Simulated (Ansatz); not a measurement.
Levels about the gap of amorphous Hf₁₈O₃₅ (53 atoms in a cell of 686 Å³, 9.13 g/cm³; zone centre alone, so wide bands show as single levels with stretches between that a denser mesh fills), at the geometry that PBE relaxed, where it gives -2.1 GPa on a denser mesh. Exact exchange is cut at the faces of this small cell, which leaves a finite-size error. The participation number counts the atoms over which a state spreads; weights are charges in smoothed Voronoi cells. The levels come from a single point, so bond lengths are those of that geometry. Method of the levels: HSE06, scalar-relativistic without spin-orbit coupling (Ansatz, a program for electronic structure). Sampling: the zone centre alone; Fermi-Dirac width 0.01 eV; collinear spin, started from moments on atoms (the moments died out). The usual formal charges leave 2 electrons over, so the level spacing at the Fermi energy parts defect or band states and needn't be the band gap. With spare charge at the zone centre alone, a hybrid can open a spacing that a denser mesh would close.

The cell was made by melting and quenching with the CHGNet potential and then relaxed with DFT. O atoms were pushed apart under 1.9 Å during the dynamics, to hinder bonds among them. The hot cell started wider than the set density and was brought back towards it in steps. It is the lowest in DFT energy of 4 quenches. It is a model cell: composition and starting density were chosen by hand, and all elements were melted together. No dispersion term was used. Its density started from a set value of 9.13 and ended at 9.13 g/cm³. The quench (nominally 300 K/ps over its main leg) was far faster than any real one, so the model tends to hold more defects than a real film. One small periodic cell is one sample of the glass; other quenches scatter about these values. The volume was held where the preparation left it, at a PBE pressure of -2.1 GPa (tension). Stress components on the final sampling reach 3.7 GPa. On a 2×2×2 Γ-centred mesh force components of up to 0.19 eV/Å stay, since the relaxation ran on the zone centre alone.

```json
[
 {"E - E(highest filled), eV": "-3.95", "filling": "filled", "spin": "up", "participation number": "14.7", "largest on": "O, 3 neighbours", "weight O": "0.95", "weight Hf": "0.05"},
 {"E - E(highest filled), eV": "-3.85", "filling": "filled", "spin": "dn", "participation number": "16.3", "largest on": "O, 3 neighbours", "weight O": "0.95", "weight Hf": "0.05"},
 {"E - E(highest filled), eV": "-3.85", "filling": "filled", "spin": "up", "participation number": "16.3", "largest on": "O, 3 neighbours", "weight O": "0.95", "weight Hf": "0.05"},
 {"E - E(highest filled), eV": "-3.58", "filling": "filled", "spin": "dn", "participation number": "8.7", "largest on": "O, 3 neighbours", "weight O": "0.96", "weight Hf": "0.04"},
 {"E - E(highest filled), eV": "-3.58", "filling": "filled", "spin": "up", "participation number": "8.7", "largest on": "O, 3 neighbours", "weight O": "0.96", "weight Hf": "0.04"},
 {"E - E(highest filled), eV": "0.00", "filling": "filled", "spin": "up", "participation number": "10.6", "largest on": "Hf, 7 neighbours", "weight O": "0.38", "weight Hf": "0.62"},
 {"E - E(highest filled), eV": "0.00", "filling": "filled", "spin": "dn", "participation number": "10.6", "largest on": "Hf, 7 neighbours", "weight O": "0.38", "weight Hf": "0.62"},
 {"E - E(highest filled), eV": "2.01", "filling": "empty", "spin": "up", "participation number": "34.3", "largest on": "Hf, 7 neighbours", "weight O": "0.50", "weight Hf": "0.50"},
 {"E - E(highest filled), eV": "2.01", "filling": "empty", "spin": "dn", "participation number": "34.3", "largest on": "Hf, 7 neighbours", "weight O": "0.50", "weight Hf": "0.50"},
 {"E - E(highest filled), eV": "2.11", "filling": "empty", "spin": "up", "participation number": "21.3", "largest on": "Hf, 7 neighbours", "weight O": "0.39", "weight Hf": "0.61"},
 {"E - E(highest filled), eV": "2.11", "filling": "empty", "spin": "dn", "participation number": "21.3", "largest on": "Hf, 7 neighbours", "weight O": "0.39", "weight Hf": "0.61"},
 {"E - E(highest filled), eV": "2.14", "filling": "empty", "spin": "up", "participation number": "19.7", "largest on": "Hf, 5 neighbours", "weight O": "0.39", "weight Hf": "0.61"},
 {"E - E(highest filled), eV": "2.14", "filling": "empty", "spin": "dn", "participation number": "19.7", "largest on": "Hf, 5 neighbours", "weight O": "0.39", "weight Hf": "0.61"},
 {"E - E(highest filled), eV": "2.22", "filling": "empty", "spin": "up", "participation number": "27.5", "largest on": "Hf, 5 neighbours", "weight O": "0.43", "weight Hf": "0.57"}
]
```

Most localised among these is the filled level at -3.58 eV, on a O atom, which has 3 neighbours (Hf 2.07 Å, Hf 2.10 Å, Hf 2.14 Å).
